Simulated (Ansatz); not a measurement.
A hypothetical phase is included: elements placed on a structure type, which no database files for this compound.

By r2SCAN, the system below comes out a metal.

Input:

```
CELL_PARAMETERS angstrom
      2.71389     0.00000     0.00000
      0.00000     3.83802     0.00000
      0.00000     1.91901     1.91901
ATOMIC_POSITIONS crystal
  Ga 0.00000 0.00000 0.00000
  N  0.50000 0.50000 0.00000
```

The cell was relaxed by PBE-D3(BJ); by r2SCAN it stands under a pressure of -2.8 GPa.

The current flows along the normal of the first two printed cell vectors, the (110) plane of the conventional cell. No spin-orbit coupling; the value is a mean over 0.1 eV about the Fermi level.

**Question.** Predict the ballistic conductance per area from r2SCAN (Ansatz, a program for electronic structure).

**Answer.** 1.2 × 10¹⁵ S/m² for both spins.
